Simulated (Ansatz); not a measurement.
## SiC under a change: pressure 5 GPa

Start from SiC in the zinc blende structure (space group F-43m, No. 216; a = 4.380 Å).

It is then changed as follows: a hydrostatic pressure of 5 GPa.

Calculations: Kohn–Sham DFT with the PBE functional, run in Ansatz (a quantum-chemistry and plane-wave program) with PAW and 420 eV plane waves, spin-orbit coupling left out, earlier PAW set. Settings: 13×13×13 k-points, 0.05 eV Fermi–Dirac smearing.

```tsv
quantity	base	changed	shift
volume per atom	10.50 Å³	10.27 Å³	-0.23 Å³
density	3.17 g/cm³	3.24 g/cm³	+0.07 g/cm³
lattice parameter a	4.380 Å	4.347 Å	-0.033 Å
enthalpy H = E + PV relative to the base's energy	–	+0.32 eV/atom	–
band gap	1.37 eV	1.35 eV	-0.02 eV
gap character	indirect, Γ → X	indirect, Γ → X	–
smallest direct gap	4.53 eV	4.56 eV	+0.024 eV
mean gap deformation potential ΔEg/Δln V	–	+0.9 eV	–
width of the top valence band	4.63 eV	4.72 eV	+0.09 eV
electron mass	0.68 mₑ along k, 0.23 mₑ across (at X)	0.67 mₑ along k, 0.23 mₑ across (at X)	–
```

Cost of the whole job for the changed cell (relaxation, final SCF and bands): around 11 core-seconds (rough).

Load acts through the strain it causes; cell and atoms are relaxed under it. Effective masses come from finite differences of ±0.01 Å⁻¹. Along k means along the line from Γ to the band edge. Stability against distortions was not tested. Competing high-pressure phases were not computed.
